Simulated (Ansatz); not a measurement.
Consider Bi$_{2}$Te$_{3}$ in the Bi2Te3 type structure (space group R-3m, No. 166; a = 4.387 Å, c = 30.286 Å (hexagonal axes)).

Levels (all Ansatz, a quantum-chemistry and plane-wave program, PAW): PBE-D3(BJ) (420 eV, no SOC); r2SCAN+rVV10 (500 eV, no spin-orbit coupling).

Levels that relaxed their own cell: PBE-D3(BJ) and r2SCAN+rVV10.

```csv
level,lattice parameter a,lattice parameter c
PBE-D3(BJ),4.387 Å,30.286 Å
r2SCAN+rVV10,4.395 Å,31.384 Å
```

Measured: lattice parameter a 4.386 Å (temperature not stated; as listed in Xin Luo, Michael B. Sullivan, Su Ying Quek, Physical Review B (2012)); lattice parameter c 30.497 Å (temperature not stated; as listed in Xin Luo, Michael B. Sullivan, Su Ying Quek, Physical Review B (2012)).

Computed minus measured — lattice parameter a: PBE-D3(BJ) +0.0 %, r2SCAN+rVV10 +0.2 %; lattice parameter c: PBE-D3(BJ) -0.7 %, r2SCAN+rVV10 +2.9 % (closest: PBE-D3(BJ)). Measured values not marked as corrected hold thermal and zero-point effects that the static-lattice runs lack.

Stability against distortions was not tested.
